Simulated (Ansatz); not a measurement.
Take WS2 (space group P6_3/mmc, No. 194; a = 3.115 Å, c = 11.772 Å; layered, stacked along the Cartesian z axis) as the base. Axes: x lies along a and z along c of the hexagonal cell.

The values are results of Ansatz (an electronic-structure program) PBEsol-D3(BJ), no spin-orbit coupling, not measurements.

Now apply this change: the cell is stretched by 2.40 % along z with no lateral relaxation, atoms relaxed at fixed cell.

### Question
Predict the stress tensor and what it implies for the stiffness.

### Answer
Stress of the strained cell less that of the base (GPa, compression positive):
```
  -0.28    0.00    0.00
   0.00   -0.28    0.00
   0.00    0.00   -1.89
```

Then −Δσ_ii/ε with ε = 0.0240 gives secant stiffness values (nonlinear terms included at this strain): C33 ≈ 79 GPa, C13 ≈ 12 GPa and C23 ≈ 12 GPa.

Stability against distortions was not tested.
